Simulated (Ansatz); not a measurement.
PdSb (model structure, started from the CoSn type, P6/mmm, No. 191, 6 atoms in the cell): properties by level of theory

```json
[
 {"level (code)": "LDA (Ansatz)", "equilibrium lattice constant a (Å)": "5.699", "lattice parameter c (Å)": "4.324", "cohesive energy (eV/atom)": "4.62"},
 {"level (code)": "PBE (Ansatz)", "equilibrium lattice constant a (Å)": "5.846", "lattice parameter c (Å)": "4.421", "cohesive energy (eV/atom)": "3.44"},
 {"level (code)": "PBEsol (Ansatz)", "equilibrium lattice constant a (Å)": "5.743", "lattice parameter c (Å)": "4.363", "cohesive energy (eV/atom)": "4.04"},
 {"level (code)": "PBE-D3(BJ) (Ansatz)", "equilibrium lattice constant a (Å)": "5.759", "lattice parameter c (Å)": "4.367", "cohesive energy (eV/atom)": "4.00"},
 {"level (code)": "r²SCAN (Ansatz)", "equilibrium lattice constant a (Å)": "5.824", "lattice parameter c (Å)": "4.346", "cohesive energy (eV/atom)": "3.54"},
 {"level (code)": "r²SCAN+rVV10 (Ansatz)", "equilibrium lattice constant a (Å)": "5.792", "lattice parameter c (Å)": "4.334", "cohesive energy (eV/atom)": "3.84"}
]
```

Ansatz's density-functional and Hartree–Fock values are scalar-relativistic unless marked +SOC, with PAW data made under PBE.

The crystal itself was run without spin with r²SCAN, r²SCAN+rVV10; a magnetic state was not tried in these runs.

Computed values are for the static lattice.

A model structure was made by putting elements into a prototype or built by hand; it is no filed structure, need not be a known phase, and can be a saddle point held by its symmetry.

Ansatz is a quantum-chemistry and plane-wave program.
